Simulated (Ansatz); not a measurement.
The structure below was relaxed with Ansatz (an electronic-structure program), PBEsol, PAW, cutoff 420 eV, no SOC.

```yaml
crystal:
  lattice:
    - [0.00000, 2.00995, 2.00995]
    - [2.00995, 0.00000, 2.00995]
    - [2.00995, 2.00995, 0.00000]
  atoms:
    - { symbol: C, position: [0.00000, 0.00000, 0.00000] }
    - { symbol: Ni, position: [0.50000, 0.50000, 0.50000] }
```

Task: Find the space group and the Wyckoff positions.

Result: Space group Fm-3m (No. 225); a = b = c = 4.020 Å, α = β = γ = 90.00°

```csv
atom,site,symmetry,x,y,z
C,4a,m-3m,0.0000,0.0000,0.0000
Ni,4b,m-3m,0.5000,0.5000,0.5000
```

Task: Describe the coordination.

Result: The crystal has 8 atoms in its conventional cell. Lattice parameters: a = b = c = 4.020 Å, α = β = γ = 90.00°. C has 6 Ni at 2.010 Å (octahedral). Ni is surrounded by 6 C at 2.010 Å (octahedral). (Neighbours: up to the widest gap in distance over summed covalent radii, below 1.35, at either atom; cation-cation and far metal-metal contacts left out.)

Stability against distortions was not tested. Starting moments died away, wholly or in part, for O → C; another magnetic solution may exist. The final runs are not spin-polarised. The cell was made from NiO by this change: O → C; the result is a hypothetical phase, not in the database extracts checked.
